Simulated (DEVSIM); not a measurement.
Structure: abrupt Si n-p junction, at 300 K.

Layer 1 from the left is Si, thickness (μm) 0.610, Nd (cm⁻³) 1.1e19, τn (s) 0.00036, τp (s) 0.00036. Layer 2 from the left is Si, thickness (μm) 42.0, Na (cm⁻³) 2.4e15, τn (s) 0.00036, τp (s) 0.00036.

Left contact: ohmic. Right contact: ohmic. Voltage is applied to the left contact. Recombination: SRH at mid-gap, Auger. Mobility is μmin + (μ − μmin)/(1 + (N/Nref)^α).

This is a model device: material constants are rounded textbook-type values typed into the input, and sizes, dopings and lifetimes were drawn at random. Values at 300 K.

Si: gap (eV) 1.124, affinity (eV) 4.05, permittivity 11.7, Nc (cm⁻³) 2.86e19, Nv (cm⁻³) 3.1e19, μn (cm²/Vs) 1417, μp (cm²/Vs) 470, μn,min 52, μp,min 45, Nref,n 9.7e16, Nref,p 2.2e17, αn 0.68, αp 0.72, Cn (cm⁶/s) 2.8e-31, Cp (cm⁶/s) 9.9e-32.

Estimate by hand the built-in potential, the peak field at zero bias, the capacitance at 6 V, and compare with a numerical solution.


- Built-in potential: ni = √(Nc Nv) exp(−Eg/2kT) = 1.08e10 cm⁻³ with Eg = 1.124 eV; Vbi = kT/q ln(Na Nd/ni²) = 0.855 V; numerical 0.855 V.
- Peak field at zero bias: depletion approximation: W = √(2εVbi/(qN)) = 0.679 μm with N = 2.40e15 cm⁻³; field = 2Vbi/W = 25200 V/cm; numerical 181000 V/cm (estimate below by 86 %).
- Capacitance at 6 V: C = √(qεN / 2(Vbi + |V|)) = 5.39 nF/cm²; numerical 5.44 nF/cm² (estimate below by 0.87 %).

Simulated with DEVSIM: 1D drift-diffusion, Boltzmann statistics, complete ionisation; no tunnelling, impact ionisation, image-force lowering or self-heating.
